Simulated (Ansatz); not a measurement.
Take InSe in the beta-GaS type structure (space group P6_3/mmc, No. 194; a = 4.017 Å, c = 16.933 Å; layered, stacked along the Cartesian z axis) as the base. Axes: x lies along a and z along c of the hexagonal cell.

All numbers come from r2SCAN+rVV10 (Ansatz, a program for electronic structure; PAW; 500 eV plane waves; scalar-relativistic without spin-orbit coupling).

Modification: the cell is compressed by 3.67 % along z with no lateral relaxation; the atoms relax in the strained cell.

Q: Predict the stress tensor and what it implies for the stiffness.

A: Stress of the strained cell less that of the base (GPa, compression positive):
```
   0.62    0.00    0.00
   0.00    0.62    0.00
   0.00    0.00    1.77
```

Then −Δσ_ii/ε with ε = -0.0367 gives secant stiffness values (nonlinear terms included at this strain): C33 ≈ 48 GPa, C13 ≈ 17 GPa and C23 ≈ 17 GPa.

As a check, the harmonic strain energy −½ V₀ Δσ:ε is 6.0 meV/atom; the computed energy rise is 5.4 meV/atom.

Stability against distortions was not tested.
